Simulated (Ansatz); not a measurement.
The reference is ZnO in the wurtzite structure (space group P6_3mc, No. 186; a = 3.231 Å, c = 5.216 Å). Axes: x lies along a and z along c of the hexagonal cell.

Now apply this change: biaxial strain +4.44 %, plane normal [001], relaxed out of plane (Cartesian); in-plane vectors clamped, the third vector and the atoms free.

Levels (all Ansatz, a quantum-chemistry and plane-wave program, PAW, earlier PAW set): PBEsol (420 eV, no spin-orbit coupling); r2SCAN (500 eV, no spin-orbit coupling); HSE06 (420 eV, scalar-relativistic without spin-orbit coupling); PBEsol+SOC (420 eV, spin-orbit coupling included).

One geometry, relaxed with PBEsol, under each level:

The valence-band top lists the three highest levels at Γ (Kramers pairs under SOC), from the VBM.

```tsv
level	band gap	lowest conduction level above the VBM at special points	valence-band top at Γ	electron mass	pressure
PBEsol	0.73 eV	Γ 0.73 eV; A 3.52 eV; M 5.53 eV; L 5.72 eV	0.00, 0.00, -0.11 eV	0.14 mₑ out of plane, 0.12 mₑ in plane (at Γ)	-5.60 GPa
r2SCAN	1.26 eV	Γ 1.26 eV; A 4.05 eV; M 6.23 eV; L 6.38 eV	–	0.20 mₑ out of plane, 0.18 mₑ in plane (at Γ)	-5.54 GPa
HSE06	2.51 eV	Γ 2.51 eV; A 5.37 eV; M 7.61 eV	–	–	–
PBEsol+SOC	0.71 eV	Γ 0.71 eV; A 3.50 eV; M 5.51 eV; L 5.69 eV	0.00, -0.04, -0.13 eV	0.14 mₑ out of plane, 0.12 mₑ in plane (at Γ)	-5.61 GPa
```

Single points use the geometry relaxed with PBEsol. Their cutoffs differ, which shifts pressures a little. The spin-orbit shifts are approximate. Effective masses come from finite differences of ±0.01 Å⁻¹. Whether these cells are dynamically stable was not tested.
